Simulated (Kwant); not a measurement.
Device: GaAs/Al0.3Ga0.7As stack with 2 barriers. One parabolic valley. Leads of mass 0.067 mₑ with the band edge at 0; grid 0.1 nm; bias swept from 0.0096 to 0.36 V, dropping linearly over the stack. Emitter Fermi level 0.038 eV, 77 K, equal in the collector.

| layer | thickness (nm) | band offset (eV) | mass (mₑ) |
|---|---|---|---|
| 1 | 2.9 | 0.24 | 0.092 |
| 2 | 9.4 | 0 | 0.067 |
| 3 | 3.8 | 0.24 | 0.092 |

Constants are typed, rounded textbook-type inputs, not results; the design itself was drawn at random and stands for no fabricated device.

Computed with Kwant: one-band effective-mass tight-binding model in one dimension, coherent, no space charge, current by the Tsu-Esaki formula.

Sweep values stay those of the base run.

The mass in the first barrier was swept, all else fixed.

```
mass in the first barrier (mₑ)  J (A/cm²) at bias = 0.3600 V  J (A/cm²) at bias = 0.1788 V  J (A/cm²) at bias = 0.09418 V
------------------------------  ----------------------------  ----------------------------  -----------------------------
0.055                                                  15000                         15900                            752
0.074                                                  10500                         15100                            550
0.092                                                   7660                         13900                            420
0.12                                                    4830                         11700                            286
```

From the first row to the last the J at bias = 0.3600 V goes from 15000 to 4830. From the first row to the last the J at bias = 0.1788 V goes from 15900 to 11700.
